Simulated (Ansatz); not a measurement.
Levels about the gap of amorphous Si₂₄O₄₉K₂ (75 atoms in a cell of 1136 Å³, 2.25 g/cm³; zone centre alone, so wide bands show as single levels with stretches between that a denser mesh fills), at the geometry that PBE relaxed, where it gives 0.0 GPa on a denser mesh. The participation number counts the atoms over which a state spreads; weights are charges in smoothed Voronoi cells. The levels come from a single point, so bond lengths are those of that geometry. Method of the levels: r2SCAN, scalar-relativistic without spin-orbit coupling (Ansatz, a quantum-chemistry and plane-wave program). Sampling: the zone centre alone; Fermi-Dirac width 0.01 eV; collinear spin, started from moments on atoms (the moments died out). At PBE the levels at the filled edge of the gap are localised (band-tail or defect states), and the nearest spread-out levels lie 5.4 eV apart at the zone centre.

A CHGNet melt-quench gave the starting glass, which DFT then relaxed. O atoms were pushed apart under 1.9 Å during the dynamics, to hinder bonds among them. The hot cell started wider than the set density and was brought back towards it in steps. It is the lowest in DFT energy of 2 quenches. It is a model cell: composition and starting density were chosen by hand, and all elements were melted together. No dispersion term was used. Its density started from a set value of 2.21 and ended at 2.25 g/cm³. Cooling (nominally 320 K/ps over its main leg) ran many orders faster than in experiment, which tends to leave more defects and strain. A cell of this size samples the disorder only roughly. Volume and shape were free in the relaxation.

```tsv
E - E(highest filled), eV	filling	spin	participation number	largest on	weight O	weight Si	weight K
-1.13	filled	dn	1.5	O, 2 neighbours	0.93	0.06	0.01
-1.03	filled	up	1.5	O, 2 neighbours	0.93	0.06	0.01
-1.03	filled	dn	1.5	O, 2 neighbours	0.93	0.06	0.01
-0.09	filled	dn	1.4	O, 1 neighbours	0.93	0.07	0.00
-0.09	filled	up	1.4	O, 1 neighbours	0.93	0.07	0.00
0.00	filled	dn	1.5	O, 1 neighbours	0.94	0.06	0.00
0.00	filled	up	1.5	O, 1 neighbours	0.94	0.06	0.00
3.34	empty	dn	64.2	K, 6 neighbours	0.71	0.23	0.06
3.34	empty	up	64.2	K, 6 neighbours	0.71	0.23	0.06
4.93	empty	dn	29.7	O, 2 neighbours	0.63	0.27	0.10
4.93	empty	up	29.7	O, 2 neighbours	0.63	0.27	0.10
5.15	empty	dn	37.4	O, 2 neighbours	0.70	0.22	0.07
5.15	empty	up	37.4	O, 2 neighbours	0.70	0.22	0.07
5.24	empty	dn	38.0	Si, 4 neighbours	0.71	0.25	0.04
```

Most localised among these is the filled level at -0.09 eV, on a O atom, which has 1 neighbours (Si 1.55 Å).
